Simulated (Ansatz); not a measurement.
**Ir: energy against strain**

Ir (fcc, Fm-3m, 13.847 Å³/atom at rest) under an equal strain ε in the (111) plane with the normal axis free, as in a coherent film. LDA in Ansatz, a plane-wave DFT program (PAW, default set), 420 eV, 30×30×30 Γ-centred mesh, Fermi-Dirac smearing 0.10 eV; ions are relaxed within the symmetry of each cell.

Here s stands for strain and y for E less E0.

| strain (%) | E less E0 (meV/atom) |
|---|---|
| -2.50 | ? |
| -1.25 | 12.19 |
| -0.83 | 5.18 |
| -0.42 | 1.22 |
| 0.00 | 0.00 |
| 0.42 | 1.50 |
| 0.83 | 5.47 |
| 1.25 | 11.96 |

Taking a parabola for y over the 7 complete rows: Least squares gives y = -0.001 + 0.0146·s + 7.7293·s². Residuals (row less fit): 0.132, -0.132, -0.136, 0.001, 0.131, 0.134, -0.134; standard error 0.163 (degrees of freedom: 4). Twice the quadratic coefficient over the volume, 2 × 7.7293 meV × 10⁴ × 0.1602 / 13.847 Å³, is twice the biaxial elastic modulus of this plane = 1789 ± 24 GPa.

**Question.** What does the fit predict for y at s = -2.50, and how far is the calculated value from it?

**Answer.** y = -0.001 + 0.0146 × (-2.50) + 7.7293 × (-2.50)² = 48.271 meV/atom. The calculation gives 52.27 meV/atom, 3.999 meV/atom above the prediction (7.7 % of the range of y in the table). The row lies outside the fitted rows, so this is an extrapolation. From the scatter of the fitted rows alone, a prediction at this place has a standard error of 0.625 meV/atom, so the miss is 6.4 times that.

One order more, fitted to all 13 runs of the series, follows each within 0.03, so the miss is the next term of a smooth law. In a metal these values are sensitive to mesh and smearing; energies are taken to zero smearing, stresses follow the free energy. Rows are the converged runs of the series near zero and its far end; series whose fitted rows scatter by over a few per cent of the range, as at a crossing or softening among them, aren't shown in this form. Most that stay on the fit to the last digits aren't either.
